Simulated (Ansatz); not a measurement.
## Sr: Sr → Y

Base system: Sr in the fcc (Cu type) structure (space group Fm-3m, No. 225; a = 5.923 Å).

The change: Y takes the place of Sr on all its sites, then cell and atoms are relaxed.

Level of theory: PBEsol (Ansatz, a quantum-chemistry and plane-wave program), without spin-orbit coupling. Settings: 16×16×16 k-points, 0.05 eV Fermi–Dirac smearing, for the changed cell.

The volume per atom drops by 21.116 Å³, from 51.93 Å³ to 30.82 Å³ and the density rises by 1.99 g/cm³ (2.80 g/cm³ → 4.79 g/cm³). The space group is still Fm-3m (No. 225) and the shortest interatomic distance decreases by 0.669 Å to 3.519 Å. The band gap remains zero.

Final structure:

```xyz
1
Lattice="0.0000 2.4884 2.4884 2.4884 0.0000 2.4884 2.4884 2.4884 0.0000" Properties=species:S:1:pos:R:3 pbc="T T T"
Y      0.0000     0.0000     0.0000
```

Cost of the whole job for the changed cell (relaxation, final SCF and bands): about 24 core-seconds (a rough figure).

No phonon test of stability was made. All final runs are without spin polarisation. This is not the structure that Y has at room temperature and ambient pressure.
